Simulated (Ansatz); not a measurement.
For Be₂Ag (Fd-3m), Ansatz (a program for electronic structure) with PBEsol, DFPT electron-phonon coupling, linearised Boltzmann equation gives a transport coupling λ_tr = 0.216 and a Drude plasma energy ħω_p = 5.80 eV.

Q: Estimate the resistivity at 300 K from the high-temperature formula ρ = 2π λ_tr k_B T / (ħ ε₀ ω_p²), and say how the full Boltzmann solution compares.

A: The scattering rate is 1/τ = 2π λ_tr k_B T/ħ = 5.33e13 s⁻¹ and ω_p = 8.81e15 s⁻¹, so ρ ≈ 7.75 μΩ·cm. The Boltzmann solution gives 6.13 μΩ·cm, 0.79 times the estimate; it lies lower because k_BT is not large against the phonon energies and the solution lets the distribution adjust.

A metal at this level (no band gap). Only scattering by harmonic phonons is included (no impurities, grain boundaries, electron-electron scattering or thermal expansion). Spin-orbit coupling is left out. Halving the electron mesh (24x24x24) moves the resistivity by up to 1 % at 300 K, the coupling by up to 1 %. Smearing 0.20 eV; phonons on a 4x4x4 q mesh, which this run doesn't test.

Formula and space group known from diffraction (Crystallography Open Database), not checked to be the room-temperature form: Be2Ag (Fd-3m).
